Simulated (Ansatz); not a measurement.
fcc Pt (0 0 1) on tetragonal BaTiO3 (0 0 1) (film strained to the substrate, faces as cut)

A periodic stack without vacuum, fcc Pt (0 0 1) on tetragonal BaTiO3 (0 0 1) (film strained to the substrate, faces as cut): substrate slab Ba4Ti4O12, film Pt12, surface cells [[0, 1], [-1, 0]] and [[0, -1], [2, 1]], film strained by +0.4 and +0.4 %, faces OTi/BaO and Pt/Pt as cut (like faces can put a slab off its formula).

The start was prepared with a machine-learned potential, and the result is one local minimum, with the in-plane cell held and forces under 0.04 eV/Å; the film can end far from its bulk form.

Calculation: PBE (plane waves to 420 eV, PAW; Ansatz, a quantum-chemistry and plane-wave program). Spin–orbit coupling is left out; the runs are not spin-polarised; PBE gaps are too small against experiment. Its k-point mesh 8×8×1, Fermi–Dirac width 0.05 eV.

- interface area = 15.9 Å²
- period = 29.95 Å
- gaps between the outermost planes at the two interfaces = 3.04 and 2.11 Å
- Pt–Ti contacts across the interfaces within 1.22 times the sum of covalent radii = 4, mean 2.99 Å
- Ba–Pt contacts across the interfaces within 1.22 times the sum of covalent radii = 4, mean 3.64 Å
- O–Pt contacts across the interfaces within 1.22 times the sum of covalent radii = 2, mean 2.11 Å

```yaml
crystal:
  lattice:
    - [3.98563, 0.00014, 0.03824]
    - [0.00018, 3.98543, -0.06173]
    - [1.61699, 0.53084, 29.96170]
  atoms:
    - { symbol: Ba, position: [0.99425, 0.91148, 0.11092] }
    - { symbol: Ti, position: [0.52802, 0.41156, 0.04124] }
    - { symbol: O, position: [0.49930, 0.41087, 0.10212] }
    - { symbol: O, position: [0.52936, 0.91430, 0.03730] }
    - { symbol: O, position: [0.02956, 0.41519, 0.03731] }
    - { symbol: Ba, position: [0.92240, 0.91500, 0.25209] }
    - { symbol: Ti, position: [0.45227, 0.42132, 0.18321] }
    - { symbol: O, position: [0.43022, 0.41049, 0.24336] }
    - { symbol: O, position: [0.46676, 0.90235, 0.17575] }
    - { symbol: O, position: [0.96826, 0.40445, 0.17581] }
    - { symbol: Ba, position: [0.84896, 0.91562, 0.39372] }
    - { symbol: Ti, position: [0.37692, 0.42050, 0.32465] }
    - { symbol: O, position: [0.35834, 0.41212, 0.38483] }
    - { symbol: O, position: [0.39818, 0.90685, 0.31720] }
    - { symbol: O, position: [0.90034, 0.40859, 0.31713] }
    - { symbol: Ba, position: [0.77311, 0.91868, 0.53640] }
    - { symbol: Ti, position: [0.30650, 0.42157, 0.46646] }
    - { symbol: O, position: [0.28791, 0.41220, 0.52593] }
    - { symbol: O, position: [0.32418, 0.90803, 0.45942] }
    - { symbol: O, position: [0.82499, 0.40866, 0.45936] }
    - { symbol: Pt, position: [0.69189, 0.91360, 0.70284] }
    - { symbol: Pt, position: [0.19208, 0.41359, 0.70248] }
    - { symbol: Pt, position: [0.22281, 0.91468, 0.63807] }
    - { symbol: Pt, position: [0.72299, 0.41474, 0.63805] }
    - { symbol: Pt, position: [0.62887, 0.91215, 0.83361] }
    - { symbol: Pt, position: [0.12882, 0.41213, 0.83368] }
    - { symbol: Pt, position: [0.16045, 0.91267, 0.76815] }
    - { symbol: Pt, position: [0.66048, 0.41268, 0.76803] }
    - { symbol: Pt, position: [0.56213, 0.91406, 0.96698] }
    - { symbol: Pt, position: [0.06234, 0.41452, 0.96687] }
    - { symbol: Pt, position: [0.09666, 0.91245, 0.89946] }
    - { symbol: Pt, position: [0.59666, 0.41243, 0.89946] }
```
